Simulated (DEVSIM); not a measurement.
Device: Ti/SiO2/n-Si capacitor, at 250 K.

Layer 1 from the left is SiO2, thickness (nm) 18.0. Layer 2 from the left is Si, thickness (nm) 5800, Nd (cm⁻³) 9.8e15.

Metal gate on the left, work function 4.33 eV. Fixed charge at the semiconductor interface 3.4e11 cm⁻² (in units of +e); no interface traps.

This is a model device: material constants are rounded textbook-type values typed into the input, and sizes, dopings and lifetimes were drawn at random. Values at 300 K; Nc and Nv go as T^1.5, mobilities as T to minus their exponent, the gap by Varshni's rule with the affinity fixed.

SiO2: gap (eV) 9, affinity (eV) 0.9, permittivity 3.9. Si: gap (eV) 1.124, affinity (eV) 4.05, permittivity 11.7, Nc (cm⁻³) 2.86e19, Nv (cm⁻³) 3.1e19, Varshni α (eV/K) 0.000473, Varshni β (K) 636.

Task: Estimate by hand the flat-band voltage, the threshold voltage, and compare with a numerical solution.

Result: 
- Flat-band voltage: C = 0.192 μF/cm², work-function difference 0.114 V; VFB = φms − qNf/C = -0.17 V; numerical -0.17 V.
- Threshold voltage: φF = 0.401 V, depletion charge √(4εqNφF) = 5.11e-8 C/cm²; VT = VFB − 2φF − Qd/C = -1.24 V; numerical -1.24 V.

Simulated with DEVSIM: 1D Poisson equation in equilibrium, Boltzmann statistics, complete ionisation; no quantum confinement or tunnelling. Metal contacts follow the ideal Schottky-Mott rule: no Fermi-level pinning, no interface dipoles.
